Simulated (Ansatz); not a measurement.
Start from Cu in the fcc (Cu type) structure (space group Fm-3m, No. 225).

```
Cu
1.0
    0.00000     1.78189     1.78189
    1.78189     0.00000     1.78189
    1.78189     1.78189     0.00000
Cu
1
Direct
  0.00000   0.00000   0.00000
```

The other end (x = 1) is Au in the fcc (Cu type) structure (space group Fm-3m, No. 225): 17.02 Å³/atom, gap zero.

Calculations: PBEsol, PAW, 420 eV (Ansatz, a quantum-chemistry and plane-wave program; without spin-orbit coupling).

Au replaces a fraction x of Cu; each row is one arrangement (x, atoms in the cell, starting space group or random), fully relaxed.

One change was made to it. Results:

The mixing energy comes out as +0.03 eV/atom (to 0.01 eV only: unlike meshes or grids); the shortest interatomic distance goes up by 0.144 Å, from 2.520 Å to 2.664 Å; the deviation of the volume from the linear (Vegard-type) interpolation is +2.4 %.

### Question
Which change produced these results?
(A) x(Au) = 0.5, 2 atoms, P4/mmm
(B) x(Au) = 0.333, 3 atoms, P-3m1
(C) x(Au) = 0.5, 4 atoms, P4/nmm
(D) x(Au) = 0.5, 2 atoms, R-3m

### Answer
D, x(Au) = 0.5, 2 atoms, R-3m. For comparison, the shortest interatomic distance in the other runs: x(Au) = 0.5, 2 atoms, P4/mmm gives 2.677 Å; x(Au) = 0.333, 3 atoms, P-3m1 gives 2.473 Å; x(Au) = 0.5, 4 atoms, P4/nmm gives 2.466 Å.

These are small ordered cells, not random alloys; other orderings at the same x differ. No phonon test of stability was made. All final runs are without spin polarisation. Under x(Au) = 0.5, 4 atoms, P4/nmm the cell changed shape so far that it is another structure.
